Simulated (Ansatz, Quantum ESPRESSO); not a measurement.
**Os (P6_3/mmc, 2 atoms in the cell) computed with different codes at matched settings**

Zone-centre phonon calculation.

```
Os
1.0
    1.36500    -2.36425     0.00000
    1.36500     2.36425     0.00000
    0.00000     0.00000     4.32000
Os
2
Direct
  0.33333   0.66667   0.25000
  0.66667   0.33333   0.75000
```

Shared settings, as Ansatz (an electronic-structure program) writes them: kpoints.mp_grid.grid = 11 11 6; scf.occupations.method = gaussian; scf.occupations.width = 0.01 Ry. Potentials and cutoffs stand in the table.

| code | model | highest zone-centre frequency (cm⁻¹) | cutoff |
|---|---|---|---|
| Quantum ESPRESSO | PBE, SSSP 1.1.2 efficiency (PBE) pseudopotentials | 226 | 40 Ry |
| Ansatz | PBE, default PAW files | 226 | 30.9 Ry |

On Ansatz's run: spin-orbit coupling is off. Spin polarisation is off.

The spread over the programs that give each value: highest zone-centre frequency within 0.0 cm⁻¹.

The starting cell has typed, rounded lattice constants, without a prior relaxation at this level.

Keys are those of Ansatz 0.2.
